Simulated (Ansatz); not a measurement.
The reference is GaSb in the zinc blende structure (space group F-43m, No. 216; a = 6.134 Å). Axes: x, y, z lie along the cube axes.

Computed with Kohn–Sham DFT with the r2SCAN functional, run in Ansatz (a first-principles code) with PAW and 500 eV plane waves, without spin-orbit coupling, earlier PAW set.

Strains are applied to the cell and any free atomic positions relax; under biaxial strain the out-of-plane vector relaxes too; under stress the whole cell relaxes.

One change was made to it. Results:

```tsv
quantity	base	after
band gap	0.41 eV	0.27 eV
energy relative to the base (free energy F)	0 meV/atom	+15 meV/atom
shortest interatomic distance	2.656 Å	2.642 Å
```

**Question.** Which change produced these results?
(A) isotropic strain −2.96 %
(B) biaxial strain −0.38 %, plane normal [001], relaxed out of plane
(C) uniaxial stress, 3 GPa compression along z

**Answer.** C, uniaxial stress, 3 GPa compression along z. For comparison, the band gap in the other runs: isotropic strain −2.96 % gives 0.90 eV; biaxial strain −0.38 %, plane normal [001], relaxed out of plane gives 0.43 eV.

Spin-orbit coupling, missing from the scalar runs, can matter with Sb. Beyond what the load breaks, stability against distortions was not tested. The zero or small gap of GaSb under uniaxial stress, 3 GPa compression along z can change with the level of theory.
